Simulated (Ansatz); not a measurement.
The starting structures come from a database of crystals and need not be the phases stable at ambient conditions.

 Where the default PAW files enter, the runs use the earlier of Ansatz's two default sets.

Data:

```
GaNaF6H8N2
1.0
    6.04766     0.00000     0.00000
   -3.02383     5.23743     0.00000
    3.02383     1.74581     4.93789
Na Ga H N F
1 1 8 2 6
Direct
  0.00000   0.50000   0.50000
  0.00000   0.00000   0.00000
  0.63887   0.81944   0.81944
  0.36113   0.18056   0.18056
  0.63887   0.45831   0.18056
  0.36113   0.54169   0.81944
  0.63887   0.81944   0.54169
  0.36113   0.18056   0.45831
  0.63887   0.18056   0.18056
  0.36113   0.81944   0.81944
  0.50000   0.75000   0.75000
  0.50000   0.25000   0.25000
  0.00000   0.77554   0.77554
  0.00000   0.22446   0.22446
  0.00000   0.77554   0.22446
  0.00000   0.22446   0.77554
  0.44891   0.22446   0.77554
  0.55109   0.77554   0.22446
```

Space group of this cell: Fm-3m. The cell was relaxed by PBE-D3(BJ); by r2SCAN its mean pressure is -3.1 GPa.

Transport runs along the normal of the first two printed cell vectors, the (111) plane of the conventional cell.

The gap is the functional's own. No spin-orbit coupling. Mid-gap values are interpolated on the energy grid.

Problem. Give the band gap and the smallest decay constant κ at mid-gap that r2SCAN (Ansatz, a quantum-chemistry and plane-wave program) yields.

Solution. Gap 6.72 eV on a 8×8×8 mesh; κ = 0.520 1/Å, at the zone centre.
